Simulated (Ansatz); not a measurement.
Take MgTe in the wurtzite structure (space group P6_3mc, No. 186; a = 4.561 Å, c = 7.413 Å) as the base. Axes: x lies along a and z along c of the hexagonal cell.

The change: uniaxial stress, 3 GPa tension along z; all other stress components relax to zero.

Levels (all Ansatz, an electronic-structure program, PAW, earlier PAW set): PBEsol (420 eV, no spin-orbit coupling); HSE06 (420 eV, no spin-orbit coupling); PBEsol+SOC (420 eV, noncollinear with spin-orbit coupling).

One geometry, relaxed with PBEsol, under each level:

The valence-band top lists the three highest levels at Γ (Kramers pairs under SOC), from the VBM.

| level | band gap | lowest conduction level above the VBM at special points | valence-band top at Γ | electron mass | hole mass | pressure |
|---|---|---|---|---|---|---|
| PBEsol | 1.96 eV | Γ 1.96 eV; L 2.79 eV; K 3.09 eV | 0.00, 0.00, -0.35 eV | 0.13 mₑ along z, 0.18 mₑ across (at Γ) | – | -1.00 GPa |
| HSE06 | 2.89 eV | Γ 2.89 eV; L 3.64 eV; K 3.92 eV | – | – | – | – |
| PBEsol+SOC | [?] | [?] | [?] | 0.13 mₑ along z, 0.18 mₑ across (at Γ) | [?] | -0.97 GPa |

Q: Give the withheld PBEsol+SOC results.

A: 
- PBEsol+SOC, band gap: 1.68 eV
- PBEsol+SOC, lowest conduction level above the VBM at special points: Γ 1.68 eV; L 2.51 eV; K 2.81 eV; M 2.91 eV
- PBEsol+SOC, valence-band top at Γ: 0.00, -0.28, -0.37 eV
- PBEsol+SOC, hole mass: 2.4 mₑ along z, 0.25 mₑ across (at Γ)

Single points use the geometry relaxed with PBEsol. The spin-orbit shifts are approximate. Spin-orbit coupling, missing from the scalar runs, can matter with Te. Load acts through the strain it causes; cell and atoms are relaxed under it. Masses are band curvatures over ±0.01 Å⁻¹ around the edge. Stability under load was not tested beyond the relaxation.
